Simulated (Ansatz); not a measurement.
The parent structure is LuAgSe2 (space group R-3m, No. 166; a hypothetical phase, not in the database extracts checked).

```
LuAgSe2
1.0
    2.01757     1.16484     6.32705
   -2.01757     1.16484     6.32705
    0.00000    -2.32968     6.32705
Lu Ag Se
1 1 2
Direct
  0.00000   0.00000   0.00000
  0.50000   0.50000   0.50000
  0.25143   0.25143   0.25143
  0.74857   0.74857   0.74857
```

Cartesian axes are those of the cell as printed.

Level of theory: Ansatz (an electronic-structure program) PBEsol, no spin-orbit coupling.

For the base:

* **Band gap**: 1.49 eV

One thing is altered: the cell is compressed by 4.25 % along y with no lateral relaxation, atoms relaxed at fixed cell.

Question: How does this affect the band gap, largest internal atomic displacement and hole mass?

Answer: The band gap drops by 0.421 eV, from 1.49 eV to 1.06 eV; the largest internal atomic displacement is 0.021 Å; the hole mass is 0.31 mₑ along x, 0.12 mₑ along y, 0.61 mₑ along z (at T).

The cells carry an imposed strain or load. Effective masses come from finite differences of ±0.01 Å⁻¹. Whether these cells are dynamically stable was not tested.
